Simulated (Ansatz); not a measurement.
Mo on the Si site (Mo_Si) in 4H silicon carbide: one set of geometries, relaxed with PBE, evaluated in Ansatz (PAW, plane waves to 420 eV, 500 eV under r2SCAN) with PBE, r2SCAN.

Cell and caveats: 96-site cell; 2×2×2 shifted k-points; start: the Si(k) site; energies good to tenths of an eV; flagged in the runs: a host whose relaxation on this sampling wasn't shown to rest.

```json
[
 {"quantity": "host gap (eV)", "PBE": "2.23", "r2SCAN": "[?]"},
 {"quantity": "neutral formation energy against bcc Mo, silicon (eV)", "PBE": "3.94", "r2SCAN": "[?]"},
 {"quantity": "largest moment on one atom at charge 0 (μB)", "PBE": "0.91", "r2SCAN": "[?]"}
]
```

Question: Given the lower rungs, what does r2SCAN give?

Answer: 
- host gap (eV), r2SCAN: 2.59
- neutral formation energy against bcc Mo, silicon (eV), r2SCAN: 3.71
- largest moment on one atom at charge 0 (μB), r2SCAN: 0.97

Ansatz is an electronic-structure program.
